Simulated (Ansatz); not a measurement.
Convergence test for Nb₂AlC (P6_3/mmc, 8 atoms in the cell)

```yaml
crystal:
  lattice:
    - [3.09189, 0.00000, 0.00000]
    - [-1.54594, 2.67765, 0.00000]
    - [0.00000, 0.00000, 13.85944]
  atoms:
    - { symbol: Al, position: [0.33333, 0.66667, 0.75000] }
    - { symbol: Al, position: [0.66667, 0.33333, 0.25000] }
    - { symbol: Nb, position: [0.33333, 0.66667, 0.08600] }
    - { symbol: Nb, position: [0.66667, 0.33333, 0.58600] }
    - { symbol: Nb, position: [0.66667, 0.33333, 0.91400] }
    - { symbol: Nb, position: [0.33333, 0.66667, 0.41400] }
    - { symbol: C, position: [0.00000, 0.00000, 0.00000] }
    - { symbol: C, position: [0.00000, 0.00000, 0.50000] }
```

Level of theory: PBEsol, default PAW files made with PBE (plane waves; Ansatz, a quantum-chemistry and plane-wave program).

The starting cell was generated: these elements placed on a structure prototype, without a prior relaxation; it need not be a known phase or ordering of this composition. Spin polarisation is off. In the base run, forces exceed 1 eV/Å. Ansatz's pressure includes its estimate of the finite-basis (Pulay) stress. Without a gap this mesh is coarse (it stands for a supercell whose shortest vector is 19 Å).

Held fixed: kpoints.mp_grid.grid = 6 6 2; hamiltonian.xc = pbesol; hamiltonian.pseudopotentials = {kind: paw} (the program's default PAW files); scf.occupations.method = cold; scf.occupations.width = 0.272 eV.

ΔF is the free energy per atom less that of the last row (840 eV).

The first pressure column holds Ansatz's estimate of the finite-basis (Pulay) stress, which hides part of the cutoff error; the other is without it.

```json
[
 {"basis.ecutwfc": "170 eV", "ΔF (meV/atom)": "3980.0", "pressure (GPa)": "11.52", "largest force (eV/Å)": "2.215", "pressure at a fixed set of plane waves (GPa)": "-143.06", "plane waves": "587", "iterations": "7"},
 {"basis.ecutwfc": "210 eV", "ΔF (meV/atom)": "1135.0", "pressure (GPa)": "4.09", "largest force (eV/Å)": "1.095", "pressure at a fixed set of plane waves (GPa)": "-52.00", "plane waves": "801", "iterations": "7"},
 {"basis.ecutwfc": "250 eV", "ΔF (meV/atom)": "333.6", "pressure (GPa)": "1.98", "largest force (eV/Å)": "1.044", "pressure at a fixed set of plane waves (GPa)": "-17.20", "plane waves": "983", "iterations": "6"},
 {"basis.ecutwfc": "295 eV", "ΔF (meV/atom)": "…", "pressure (GPa)": "3.06", "largest force (eV/Å)": "1.367", "pressure at a fixed set of plane waves (GPa)": "-2.73", "plane waves": "1353", "iterations": "6"},
 {"basis.ecutwfc": "335 eV", "ΔF (meV/atom)": "…", "pressure (GPa)": "2.98", "largest force (eV/Å)": "1.356", "pressure at a fixed set of plane waves (GPa)": "1.25", "plane waves": "1583", "iterations": "6"},
 {"basis.ecutwfc": "380 eV", "ΔF (meV/atom)": "4.4", "pressure (GPa)": "2.81", "largest force (eV/Å)": "1.334", "pressure at a fixed set of plane waves (GPa)": "2.40", "plane waves": "1905", "iterations": "6"},
 {"basis.ecutwfc": "420 eV", "ΔF (meV/atom)": "1.25", "pressure (GPa)": "2.78", "largest force (eV/Å)": "1.331", "pressure at a fixed set of plane waves (GPa)": "2.67", "plane waves": "2231", "iterations": "6"},
 {"basis.ecutwfc": "485 eV", "ΔF (meV/atom)": "0.34", "pressure (GPa)": "2.77", "largest force (eV/Å)": "1.330", "pressure at a fixed set of plane waves (GPa)": "2.76", "plane waves": "2821", "iterations": "6"},
 {"basis.ecutwfc": "545 eV", "ΔF (meV/atom)": "0.26", "pressure (GPa)": "2.77", "largest force (eV/Å)": "1.330", "pressure at a fixed set of plane waves (GPa)": "2.76", "plane waves": "3287", "iterations": "6"},
 {"basis.ecutwfc": "630 eV", "ΔF (meV/atom)": "0.12", "pressure (GPa)": "2.77", "largest force (eV/Å)": "1.330", "pressure at a fixed set of plane waves (GPa)": "2.76", "plane waves": "4125", "iterations": "6"},
 {"basis.ecutwfc": "735 eV", "ΔF (meV/atom)": "0.03", "pressure (GPa)": "2.76", "largest force (eV/Å)": "1.330", "pressure at a fixed set of plane waves (GPa)": "2.76", "plane waves": "5161", "iterations": "6"},
 {"basis.ecutwfc": "840 eV", "ΔF (meV/atom)": "0.00", "pressure (GPa)": "2.76", "largest force (eV/Å)": "1.330", "pressure at a fixed set of plane waves (GPa)": "2.76", "plane waves": "6383", "iterations": "6"}
]
```

Task: Fill in the missing entries.

Result: 
- 295 eV, ΔF (meV/atom): 79.3
- 335 eV, ΔF (meV/atom): 20.0

Keys are those of Ansatz 0.2.
